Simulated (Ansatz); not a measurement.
## Effect of uniaxial strain ε_yy = −3.19 % on CsSrF3

Take CsSrF₃ in the cubic perovskite structure (space group Pm-3m, No. 221; a = 4.737 Å; a cell from a computed database, its experimental status unchecked) as the base. Axes: x, y, z lie along the cube axes.

One thing is altered: the cell is compressed by 3.19 % along y with no lateral relaxation, atoms relaxed at fixed cell.

Computed with PBEsol (Ansatz, a quantum-chemistry and plane-wave program; PAW; 420 eV plane waves; no SOC), earlier PAW set. Settings: 7×7×7 k-points, 0.05 eV Fermi–Dirac smearing.

```json
[
 {"quantity": "space group", "base": "Pm-3m (No. 221)", "changed": "P4/mmm (No. 123)", "shift": "–"},
 {"quantity": "shortest interatomic distance", "base": "2.369 Å", "changed": "2.293 Å", "shift": "-0.076 Å"},
 {"quantity": "energy relative to the base (free energy F)", "base": "0 meV/atom", "changed": "+7.4 meV/atom", "shift": "+7.4 meV/atom"},
 {"quantity": "band gap", "base": "6.30 eV", "changed": "6.35 eV", "shift": "+0.05 eV"},
 {"quantity": "gap character", "base": "direct at Γ", "changed": "direct at Γ", "shift": "–"},
 {"quantity": "electron mass", "base": "0.45 mₑ (at Γ)", "changed": "0.45 mₑ (at Γ)", "shift": "–"},
 {"quantity": "valence-band top at Γ (three highest levels, from the VBM)", "base": "0.00, 0.00, 0.00 eV", "changed": "0.00, -0.08, -0.08 eV", "shift": "–"},
 {"quantity": "stress (xx, yy, zz, yz, xz, xy; compression positive)", "base": "–", "changed": "(0.60, 3.72, 0.60, 0.00, 0.00, 0.00) GPa", "shift": "–"}
]
```

Masses are band curvatures over ±0.01 Å⁻¹ around the edge. Stability against distortions was not tested. Many cubic perovskites are stable only at high temperature; tilts and polar distortions were not tested. k-point labels follow each cell's own Brillouin zone.
